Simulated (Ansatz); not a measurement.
Base system: WC (space group P-6m2, No. 187; relaxed with 0.1 eV smearing).

```
CELL_PARAMETERS angstrom
      2.92257     0.00000     0.00000
     -1.46128     2.53102     0.00000
      0.00000     0.00000     2.84637
ATOMIC_POSITIONS crystal
  W  0.00000 0.00000 0.00000
  C  0.66667 0.33333 0.50000
```

Cartesian axes are those of the cell as printed.

Calculations: PBE, PAW, 420 eV (Ansatz, a quantum-chemistry and plane-wave program; spin-orbit coupling left out), earlier PAW set.

Before the change:

- Shortest interatomic distance = 2.207 Å

Modification: uniaxial stress, 0.5 GPa compression along x; all other stress components relax to zero.

Task: How does this affect the strain response and shortest interatomic distance?

Result: The strain response (xx, yy, zz) amounts to (−0.08, +0.02, +0.01) %; the shortest interatomic distance stays 2.207 Å.

Stability under load was not tested beyond the relaxation. The final runs are not spin-polarised.
